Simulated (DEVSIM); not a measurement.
Device: Si p-i-n diode, at 250 K.

```tsv
layer (left to right)	material	thickness (μm)	Nd (cm⁻³)	Na (cm⁻³)	τn (s)	τp (s)
1	Si	1.30	-	1.6e17	1e-7	1e-7
2	Si	11.0	2.7e12	-	1e-7	1e-7
3	Si	0.350	9.3e17	-	1e-7	1e-7
```

Left contact: ohmic. Right contact: ohmic. Voltage is applied to the left contact. Recombination: SRH at mid-gap. Mobility is constant in doping.

The device is made up for the run: typed textbook-type constants, with dimensions and the other settings drawn at random. Values at 300 K; Nc and Nv go as T^1.5, mobilities as T to minus their exponent, the gap by Varshni's rule with the affinity fixed.

```csv
parameter,Si
gap (eV),1.124
affinity (eV),4.05
permittivity,11.7
Nc (cm⁻³),2.86e19
Nv (cm⁻³),3.1e19
μn (cm²/Vs),1417
μp (cm²/Vs),470
T exponent of μn,2.3
T exponent of μp,2.2
Varshni α (eV/K),0.000473
Varshni β (K),636
```

DEVSIM, 1D drift-diffusion, Boltzmann statistics, complete ionisation; no tunnelling, impact ionisation, image-force lowering or self-heating.

Problem. Tabulate band edges, carrier densities and field at -10.0 V on the left contact.

Solution. Energies count from the Fermi level of the right contact; mesh points crowd at the junctions.

| x (μm) | Ec (eV) | Ev (eV) | n (cm⁻³) | p (cm⁻³) | field (V/cm) |
|---|---|---|---|---|---|
| 0.000 | 11.029 | 9.892 | < 1e2 | 1.6e17 | ≈ 0 |
| 0.03911 | 11.029 | 9.892 | < 1e2 | 1.6e17 | ≈ 0 |
| 0.1395 | 11.029 | 9.892 | < 1e2 | 1.6e17 | ≈ 0 |
| 0.3973 | 11.029 | 9.892 | < 1e2 | 1.6e17 | ≈ 0 |
| 1.017 | 11.029 | 9.892 | < 1e2 | 1.6e17 | ≈ 0 |
| 1.205 | 11.029 | 9.892 | < 1e2 | 1.6e17 | ≈ 0 |
| 1.276 | 11.026 | 9.890 | < 1e2 | 1.4e17 | -2500 |
| 1.320 | 10.971 | 9.835 | < 1e2 | 1.1e16 | -13000 |
| 1.393 | 10.891 | 9.755 | < 1e2 | 2.7e14 | -10000 |
| 1.588 | 10.695 | 9.559 | < 1e2 | 3.0e10 | -10000 |
| 2.103 | 10.176 | 9.040 | 790 | 56000 | -10000 |
| 4.313 | 7.963 | 6.827 | 5000 | 44000 | -10000 |
| 8.492 | 3.835 | 2.699 | 13000 | 20000 | -9800 |
| 10.88 | 1.510 | 0.374 | 18000 | 6000 | -9700 |
| 11.93 | 0.493 | -0.643 | 2.5e9 | < 1e2 | -9600 |
| 12.18 | 0.257 | -0.880 | 1.5e14 | < 1e2 | -9700 |
| 12.27 | 0.163 | -0.973 | 1.1e16 | < 1e2 | -13000 |
| 12.30 | 0.081 | -1.056 | 5.2e17 | < 1e2 | -30000 |
| 12.36 | 0.068 | -1.068 | 9.3e17 | < 1e2 | ≈ 0 |
| 12.48 | 0.068 | -1.068 | 9.3e17 | < 1e2 | ≈ 0 |
| 12.59 | 0.068 | -1.068 | 9.3e17 | < 1e2 | ≈ 0 |
| 12.65 | 0.068 | -1.068 | 9.3e17 | < 1e2 | ≈ 0 |
